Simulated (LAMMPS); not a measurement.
MD from the crystal across the composition of ZrO2 (fluorite) with a share x of Zr sites La; all at 2500 K and zero pressure.

Computed with classical MD, Buckingham potential of Lewis and Catlow, J. Phys. C 18, 1149 (1985), first set, used with rigid ions (no shells), PPPM sums, short-range terms cut at 10 Å, modified for these runs by an r^-4 repulsive force inside the short-range force's maximum; code LAMMPS.

```tsv
x	volume	state	enthalpy	self-diffusion coefficient of O (not corrected for cell size)	T (K)
0.08	12.101 ± 0.002 Å³/atom	superionic: O diffuses in a host lattice that stays in place	-35.482 ± 0.002 eV/atom	(1.83 ± 0.09) × 10^-6 cm²/s	2500
0.16	12.5960 ± 0.0006 Å³/atom	superionic: O diffuses in a host lattice that stays in place	-34.677 ± 0.002 eV/atom	(1.8 ± 0.2) × 10^-6 cm²/s	2500
0.3	13.547 ± 0.004 Å³/atom	superionic: O diffuses in a host lattice that stays in place	-33.178 ± 0.002 eV/atom	(2.5 ± 0.3) × 10^-6 cm²/s	2500
```

Caution: the potential ionic pair potential lewis1985a is fitted to static crystal properties with a polarisable anion, which is rigid here.

Caution: the random arrangement on this lattice is imposed, and need not be a phase that exists in equilibrium.

Caution: a run this short can hold a crystal over, or a liquid under, the potential's own melting point, which these runs don't give.

States go by the mean squared displacement: a species diffuses where it passes 1.5 Å², still rises and gives D over 1e-6 cm²/s; a crystal has left its structure where atoms lie 0.35 Å off their sites on average or a cubic box changes its shape by 3 %, or the axial ratios of another lie 8 % off the starting cell's, which the potential's own relaxation can also do.

Errors of D are the spread over four groups of atoms in one short run; a floor of about 5 %, a picked value, is safer.

Errors shown are sampling errors alone.
